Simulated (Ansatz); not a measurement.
Data:

```
CdF2
1.0
    0.00000     2.69199     2.69199
    2.69199     0.00000     2.69199
    2.69199     2.69199     0.00000
Cd F
1 2
Cartesian
  0.00000   0.00000   0.00000
  1.34600   1.34600   1.34600
  4.03799   4.03799   4.03799
```

These are r2SCAN, rigid bands (plane waves, PAW, scalar-relativistic; Ansatz, a first-principles code) values and carry that method's errors. Condition of this run: functional r2SCAN on the same cell. Cell: cell and atoms relaxed with PBEsol.

Task: What conductivity effective mass do dilute electrons have at 300 K?

Result: 0.41 mₑ.

Task: Predict the hole conductivity mass (n e² τ/σ) at 300 K, by direction if it differs.

Result: 3.0 mₑ.

Task: And the band gap?

Result: 3.80 eV at this level; semilocal functionals usually fall short of the measured gap.

Rigid bands, one relaxation time for all states, no polarons. Spin-orbit coupling is left out; where it splits the top of the valence band it changes the hole mass and lowers the gap by about a third of the splitting. Geometry: cell and atoms relaxed with PBEsol.

Formula and space group known from diffraction (Crystallography Open Database), not checked to be the room-temperature form: CdF2 (Fm-3m).
